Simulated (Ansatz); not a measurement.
Cell of fcc Pb (1 1 0) on cubic CsPbBr3 (1 1 0) (film strained to the substrate, started from cuts of the bulks and a machine-learned relaxation; slabs Cs3Pb3Br11 and Pb18, which can lie off the formulas), relaxed at this level with a, b, gamma of the cell held:

```xyz
35
Lattice="8.4819 -0.0033 0.2411 -0.0024 5.9977 0.1667 0.0457 -1.2638 26.6610" Properties=species:S:1:pos:R:3 pbc="T T T"
Cs     6.7329     0.1240     3.9707
Pb     2.1368     3.1775     3.5336
Br     8.1256     3.1340     1.9820
Br     3.7271     3.3704     1.0136
Br     2.0340     0.1567     3.7738
Cs     1.7842     0.0686     7.7200
Pb     6.1210     3.0394     7.8095
Br     4.7471     3.0991     5.1188
Br     8.7314     3.1074     6.2806
Br     6.1428     0.0390     7.7548
Cs     5.6116    -0.1220    11.5395
Pb     1.6739     2.9317    11.9189
Br     7.6262     2.9291    10.4478
Br     3.5378     3.0124     9.4109
Br     1.7819    -0.0776    11.5930
Br     4.2079     2.8274    13.6319
Br     8.3532     3.0933    14.5475
Pb     1.2728     1.7723    18.3255
Pb     4.0842    -0.1837    18.3011
Pb     6.8646     3.8290    18.5390
Pb     1.1913     4.7061    16.6428
Pb     4.1021     2.8481    16.6461
Pb     7.0157     0.9607    16.7771
Pb     6.8100     3.7042    22.1985
Pb     1.1072     1.6798    21.9192
Pb     3.9674    -0.2933    21.9530
Pb     6.8399     0.7672    20.2746
Pb     1.1684     4.7202    20.2205
Pb     4.0221     2.7534    20.3251
Pb     3.9053    -0.3713    25.4942
Pb     6.6535     3.5475    25.6670
Pb     1.0197     1.6283    25.6204
Pb     3.9078     2.6375    23.8466
Pb     6.7643     0.6364    23.9709
Pb     1.0775     4.6122    23.9466
```

Method: PBE (plane waves to 420 eV, PAW; Ansatz, a quantum-chemistry and plane-wave program). No spin–orbit coupling; the runs are not spin-polarised. Its k-point mesh 4×5×1, Fermi–Dirac width 0.05 eV.

Q: Give the plane-averaged electrostatic potential energy of an electron along the normal (the smooth PAW potential), about its mean over the cell.

A: 
```json
[
 {"z (Å)": "0.000", "V (eV)": "4.45"},
 {"z (Å)": "0.445", "V (eV)": "3.66"},
 {"z (Å)": "0.889", "V (eV)": "2.78"},
 {"z (Å)": "1.334", "V (eV)": "2.30"},
 {"z (Å)": "1.778", "V (eV)": "3.11"},
 {"z (Å)": "2.223", "V (eV)": "4.08"},
 {"z (Å)": "2.667", "V (eV)": "3.20"},
 {"z (Å)": "3.112", "V (eV)": "-0.25"},
 {"z (Å)": "3.557", "V (eV)": "-2.55"},
 {"z (Å)": "4.001", "V (eV)": "-1.70"},
 {"z (Å)": "4.446", "V (eV)": "0.77"},
 {"z (Å)": "4.890", "V (eV)": "2.16"},
 {"z (Å)": "5.335", "V (eV)": "2.72"},
 {"z (Å)": "5.779", "V (eV)": "2.93"},
 {"z (Å)": "6.224", "V (eV)": "3.01"},
 {"z (Å)": "6.817", "V (eV)": "1.69"},
 {"z (Å)": "7.261", "V (eV)": "-1.97"},
 {"z (Å)": "7.706", "V (eV)": "-2.69"},
 {"z (Å)": "8.150", "V (eV)": "-0.15"},
 {"z (Å)": "8.595", "V (eV)": "2.84"},
 {"z (Å)": "9.039", "V (eV)": "2.75"},
 {"z (Å)": "9.484", "V (eV)": "2.35"},
 {"z (Å)": "9.929", "V (eV)": "2.29"},
 {"z (Å)": "10.373", "V (eV)": "2.09"},
 {"z (Å)": "10.818", "V (eV)": "1.16"},
 {"z (Å)": "11.262", "V (eV)": "-1.90"},
 {"z (Å)": "11.707", "V (eV)": "-2.44"},
 {"z (Å)": "12.151", "V (eV)": "0.23"},
 {"z (Å)": "12.596", "V (eV)": "3.55"},
 {"z (Å)": "13.041", "V (eV)": "3.48"},
 {"z (Å)": "13.485", "V (eV)": "2.57"},
 {"z (Å)": "13.930", "V (eV)": "2.14"},
 {"z (Å)": "14.374", "V (eV)": "3.32"},
 {"z (Å)": "14.819", "V (eV)": "4.70"},
 {"z (Å)": "15.263", "V (eV)": "4.73"},
 {"z (Å)": "15.708", "V (eV)": "1.09"},
 {"z (Å)": "16.152", "V (eV)": "-2.92"},
 {"z (Å)": "16.597", "V (eV)": "-3.79"},
 {"z (Å)": "17.042", "V (eV)": "-2.89"},
 {"z (Å)": "17.486", "V (eV)": "-2.12"},
 {"z (Å)": "17.931", "V (eV)": "-3.80"},
 {"z (Å)": "18.375", "V (eV)": "-3.75"},
 {"z (Å)": "18.820", "V (eV)": "-2.07"},
 {"z (Å)": "19.264", "V (eV)": "-0.70"},
 {"z (Å)": "19.709", "V (eV)": "-3.39"},
 {"z (Å)": "20.302", "V (eV)": "-3.78"},
 {"z (Å)": "20.746", "V (eV)": "-1.98"},
 {"z (Å)": "21.191", "V (eV)": "-2.14"},
 {"z (Å)": "21.635", "V (eV)": "-3.80"},
 {"z (Å)": "22.080", "V (eV)": "-3.67"},
 {"z (Å)": "22.525", "V (eV)": "-1.56"},
 {"z (Å)": "22.969", "V (eV)": "-0.97"},
 {"z (Å)": "23.414", "V (eV)": "-3.48"},
 {"z (Å)": "23.858", "V (eV)": "-3.91"},
 {"z (Å)": "24.303", "V (eV)": "-2.95"},
 {"z (Å)": "24.747", "V (eV)": "-2.53"},
 {"z (Å)": "25.192", "V (eV)": "-3.82"},
 {"z (Å)": "25.636", "V (eV)": "-3.31"},
 {"z (Å)": "26.081", "V (eV)": "-0.23"},
 {"z (Å)": "26.526", "V (eV)": "4.05"}
]
```
